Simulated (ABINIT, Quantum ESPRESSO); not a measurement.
An ABINIT input for a self-consistent single point of SrAsPt (P6_3/mmc, 6 atoms in the cell) (DFT, LDA (PW92), plane waves, norm-conserving pseudopotentials (PseudoDojo nc-sr-04 LDA standard)):

```
# SrAsPt, PseudoDojo nc-sr-04 LDA standard
pp_dirpath "./"
pseudos "Sr.upf, As.upf, Pt.upf"
acell 7.9358666701 7.9358666701 16.8940854137
rprim
         1.0000000000    0.0000000116    0.0000000000
        -0.5000000100    0.8660253980    0.0000000000
         0.0000000000    0.0000000000    1.0000000000
natom 6
ntypat 3
znucl 38 33 78
typat 1 1 2 2 3 3
xcart
         0.0000000000    0.0000000000    8.4470427069
         0.0000000000    0.0000000000    0.0000000000
        -0.0000000530    4.5817747583   12.6705640603
         3.9679333086    2.2908874250    4.2235213534
        -0.0000000530    4.5817747583    4.2235213534
         3.9679333086    2.2908874250   12.6705640603
ecut 42 Ha
ixc 7
occopt 3
tsmear 0.1 eV
nband 54
kptopt 1
ngkpt 7 7 3
nshiftk 1
shiftk 0 0 0
nstep 80
tolvrs 1.0e-12
prtwf 0
prtden 0
prtvol 1
enunit 2
```

Question: Write the same calculation as an input for Quantum ESPRESSO.

Answer: This is the input that was run; spellings and numerical settings could be chosen otherwise.

```fortran
&CONTROL
   calculation = 'scf'
   prefix = 'SrAsPt'
   outdir = './tmp/'
   pseudo_dir = './'
   verbosity = 'high'
   tprnfor = .true.
   tstress = .true.
/
&SYSTEM
   ibrav = 4
   A = 4.19947979
   C = 8.93996500
   nat = 6
   ntyp = 3
   ecutwfc = 40
   ecutrho = 320
   occupations = 'smearing'
   smearing = 'fd'
   degauss = 0.0073499
/
&ELECTRONS
   conv_thr = 1.0e-11
/
ATOMIC_SPECIES
Sr    87.6200  sr_lda_v1.uspp.F.UPF
As    74.9216  as_lda_v1.uspp.F.UPF
Pt   195.0840  pt_lda_v1.4.uspp.F.UPF
ATOMIC_POSITIONS {angstrom}
Sr    0.00000000    0.00000000    4.46998250
Sr    0.00000000    0.00000000    0.00000000
As    0.00000000    2.42457079    6.70497375
As    2.09973989    1.21228539    2.23499125
Pt    0.00000000    2.42457079    2.23499125
Pt    2.09973989    1.21228539    6.70497375
K_POINTS {automatic}
7 7 3  0 0 0
```

Basis settings and potentials, where a program has them, do not carry over. This input uses DFT, LDA (PZ), plane waves, GBRV 1.5 ultrasoft (LDA) pseudopotentials. LDA parametrisations can differ slightly between programs. Both were run: pressure -0.77 GPa in ABINIT and -0.56 in Quantum ESPRESSO.

On ABINIT: the starting cell comes from a database of computed structures (which also holds hypothetical and non-ambient phases and stackings), without a prior relaxation at this level. Its lattice was rescaled by a random factor within 2.5 % of one. For this run, on top of that: lattice scaled by 0.98. Spin polarisation is off.

On Quantum ESPRESSO: the starting cell comes from a database of computed structures (which also holds hypothetical and non-ambient phases and stackings), without a prior relaxation at this level. Its lattice was rescaled by a random factor within 2.5 % of one. For this run, on top of that: lattice scaled by 0.98. Spin polarisation is off.
